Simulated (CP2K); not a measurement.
CP2K run on La3Ga (Pm-3m, 4 atoms in the cell): self-consistent single point.

Method: CP2K with LDA (Pade form), GPW, DZVP-MOLOPT-SR-GTH basis, GTH-PADE potentials (GTH_POTENTIALS).

```xyz
4
Lattice="4.9307 0.0000 0.0000 0.0000 4.9307 0.0000 0.0000 0.0000 4.9307" Properties=species:S:1:pos:R:3 pbc="T T T"
La     0.0000     2.4653     2.4653
La     2.4653     0.0000     2.4653
La     2.4653     2.4653     0.0000
Ga     0.0000     0.0000     0.0000
```

Reference input (self-consistent single point, DFT PBEsol, GPW, DZVP-MOLOPT-SR-GTH basis, GTH-PBE potentials (GTH_POTENTIALS)): CUTOFF = 600 Ry; REL_CUTOFF = 50 Ry; SMEAR/METHOD = GAUSSIAN; SIGMA = 0.272 eV; KPOINTS/SCHEME = MONKHORST-PACK 5 5 5; XC_FUNCTIONAL = PBE:PBESOL; La/BASIS_SET = DZVP-MOLOPT-SR-GTH; La/POTENTIAL = GTH-PBE-q11; Ga/BASIS_SET = DZVP-MOLOPT-SR-GTH; Ga/POTENTIAL = GTH-PBE-q13; METHOD = GPW; EPS_DEFAULT = 1e-11. This run's input differs from it in these lines:

```diff
@@ -44,6 +44,3 @@
     &XC
-      &XC_FUNCTIONAL
-        &PBE
-          PARAMETRIZATION PBESOL
-        &END PBE
+      &XC_FUNCTIONAL PADE
       &END XC_FUNCTIONAL
@@ -81,3 +78,3 @@
       BASIS_SET DZVP-MOLOPT-SR-GTH
-      POTENTIAL GTH-PBE-q11
+      POTENTIAL GTH-PADE-q11
     &END KIND
@@ -85,3 +82,3 @@
       BASIS_SET DZVP-MOLOPT-SR-GTH
-      POTENTIAL GTH-PBE-q13
+      POTENTIAL GTH-PADE-q13
     &END KIND
```

Output, abridged:

```
 SCF WAVEFUNCTION OPTIMIZATION

  Step     Update method      Time    Convergence         Total energy    Change
     1 NoMix/Diag. 0.30E+00      -     1.14975033      -171.1529776977 -1.71E+02
     2 Broy./Diag. 0.30E+00      -     0.03761964      -170.6204315087  5.33E-01
     3 Broy./Diag. 0.30E+00      -     0.11443821      -170.0738867749  5.47E-01
     4 Broy./Diag. 0.30E+00      -     0.02526230      -169.7867964825  2.87E-01
     5 Broy./Diag. 0.30E+00      -     0.00680617      -169.8059562176 -1.92E-02
     6 Broy./Diag. 0.30E+00      -     0.00809908      -169.8186591451 -1.27E-02
   [... 7 lines left out ...]
    14 Broy./Diag. 0.30E+00      -     0.00000037      -169.8092650757  1.46E-06
    15 Broy./Diag. 0.30E+00      -     0.00000015      -169.8092614536  3.62E-06
    16 Broy./Diag. 0.30E+00      -     0.00000014      -169.8092584567  3.00E-06
    17 Broy./Diag. 0.30E+00      -     0.00000005      -169.8092574361  1.02E-06
  *** SCF run converged in    17 steps ***

  Overlap energy of the core charge distribution:               0.00000000000000
  Self energy of the core charge distribution:               -288.69655239769179
  Core Hamiltonian energy:                                     66.59344206566487
  Hartree energy:                                              75.24530068708081
  Exchange-correlation energy:                                -22.94536500810962
  Smearing free energy correction:                             -0.00608278273097
  Fermi energy:                                                 0.33588396391863

  Total energy:                                              -169.80925743609367
  Total energy (extrapolated to sigma->0):                   -169.80621604472819

   [... lines left out ...]

 STRESS| Analytical stress tensor [bar]
 STRESS|                        x                   y                   z
 STRESS|      x       -2.16697250154E+04   7.00093716863E-05   7.00122878116E-05
 STRESS|      y        7.00093716863E-05  -2.16697253680E+04   7.00109699899E-05
 STRESS|      z        7.00122878116E-05   7.00109699899E-05  -2.16697250151E+04
 STRESS| 1/3 Trace                                            -2.16697251329E+04
```

The run converged in 17 iterations. Against the reference run the pressure goes from -0.67 to -2.17 GPa.

The starting cell comes from a database of computed structures (which also holds hypothetical and non-ambient phases and stackings), without a prior relaxation at this level. Values carry the incompleteness of an atom-centred basis.

Cost on one core of a shared machine: roughly 70 s.
